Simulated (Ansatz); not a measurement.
Work function of faces of hcp Y in PBE and in r2SCAN, in Ansatz (plane waves, PAW). Symmetric slabs relaxed with PBE from ideal cuts in 1x1 cells (the lowest computed cut and spin start of each face; real faces may reconstruct in larger cells); r2SCAN values are single points on them, with the bulk at the same level. No spin-orbit coupling, no U.

```csv
face,PBE (eV),r2SCAN (eV)
(0001),3.35,3.39
(10-10),3.26,3.33
(10-11),3.16,3.21
(10-12),2.88,2.85
(10-13),2.93,?
(11-20),2.96,3.00
(11-21),2.95,2.95
(11-22),3.01,3.02
(11-23),2.92,2.90
```

Question: Fit a straight line y = a·x + b by least squares to the 8 complete rows (x: PBE (eV); y: r2SCAN (eV)).

Answer: the means are x̄ = 3.0612 and ȳ = 3.0813; Σ(x − x̄)² = 0.21069 and Σ(x − x̄)(y − ȳ) = 0.24479, so a = 1.162 and b = ȳ − a·x̄ = -0.475. The largest residual is 0.036.

Question: What does the line predict for the withheld row, (10-13), and what did the calculation give?

Answer: the line gives 2.93; the calculation gave 2.92, a miss of -0.01, of the size of the fitted rows' scatter and rounding.

Ansatz is a program for electronic structure.
